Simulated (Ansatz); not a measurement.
For Ag (P6₃/mmc, No. 194, 4 atoms in the cell; start COD 1509194; another form than the element's usual one), PBEsol (Ansatz, an electronic-structure program, plane waves, PAW) gives:

```
Quantity                    Value
-------------------  ------------
lattice parameter a       2.864 Å
lattice parameter c       9.384 Å
bulk modulus B0           119 GPa
cohesive energy      3.08 eV/atom
```

What does r²SCAN (Ansatz, PAW) give for the same quantities?


- lattice constant a: 2.901 Å (goes up by 1.3 %)
- lattice parameter c: 9.497 Å (goes up by 1.2 %)
- bulk modulus: 104 GPa (drops by 13 %)
- cohesive energy: 2.87 eV/atom (drops by 0.21 eV/atom)

Changes are worked out from the printed values.

Unless a cell is named, each level is at its own relaxed cell (PBEsol 16.67, r²SCAN 17.30 Å³/atom).

Caveats: the bulk modulus is −V dP/dV from two relaxed cells at ±2 % in volume (PBEsol, r²SCAN); the relaxation could not lower the start's symmetry, so the cell can be a saddle point above a distorted one (PBEsol, r²SCAN). Ansatz's density-functional and Hartree–Fock values are scalar-relativistic unless marked +SOC, with PAW data made under PBE.
